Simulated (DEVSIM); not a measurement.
System: abrupt InP n-p junction, at 300 K.

```
layer (left to right)  material  thickness (μm)  Nd (cm⁻³)  Na (cm⁻³)  τn (s)  τp (s)
---------------------  --------  --------------  ---------  ---------  ------  ------
1                           InP           0.980     5.9e16          -  2.4e-8  2.4e-8
2                           InP            17.0          -     7.2e14  2.4e-8  2.4e-8
```

Left contact: ohmic. Right contact: ohmic. Voltage is applied to the left contact. Recombination: SRH at mid-gap. Mobility is μmin + (μ − μmin)/(1 + (N/Nref)^α).

The device is made up for the run: typed textbook-type constants, with dimensions and the other settings drawn at random. Values at 300 K.

```csv
parameter,InP
gap (eV),1.344
affinity (eV),4.38
permittivity,12.5
Nc (cm⁻³),5.7e17
Nv (cm⁻³),1.1e19
μn (cm²/Vs),5200
μp (cm²/Vs),170
"μn,min",400
"μp,min",10
"Nref,n",3e17
"Nref,p",4.9e17
αn,0.47
αp,0.62
```

Model (solved in DEVSIM): 1D drift-diffusion, Boltzmann statistics, complete ionisation; no tunnelling, impact ionisation, image-force lowering or self-heating.

The doping Nd of layer 1 was swept, all else fixed.

```json
[
 {"doping Nd of layer 1 (cm^-3)": "1.8e15", "largest field in the device at zero bias (V/cm)": "12000", "potential step across the device at zero bias (V)": "0.946", "dark forward voltage at 100 A/cm² (V)": "1.338"},
 {"doping Nd of layer 1 (cm^-3)": "5.9e15", "largest field in the device at zero bias (V/cm)": "13000", "potential step across the device at zero bias (V)": "0.977", "dark forward voltage at 100 A/cm² (V)": "1.261"},
 {"doping Nd of layer 1 (cm^-3)": "1.8e16", "largest field in the device at zero bias (V/cm)": "14000", "potential step across the device at zero bias (V)": "1.006", "dark forward voltage at 100 A/cm² (V)": "1.218"},
 {"doping Nd of layer 1 (cm^-3)": "5.9e16", "largest field in the device at zero bias (V/cm)": "17000", "potential step across the device at zero bias (V)": "1.036", "dark forward voltage at 100 A/cm² (V)": "1.195"},
 {"doping Nd of layer 1 (cm^-3)": "1.8e17", "largest field in the device at zero bias (V/cm)": "25000", "potential step across the device at zero bias (V)": "1.065", "dark forward voltage at 100 A/cm² (V)": "1.188"}
]
```

From the first row to the last the largest field in the device at zero bias goes from 12000 to 25000. From the first row to the last the potential step across the device at zero bias goes from 0.946 to 1.065.
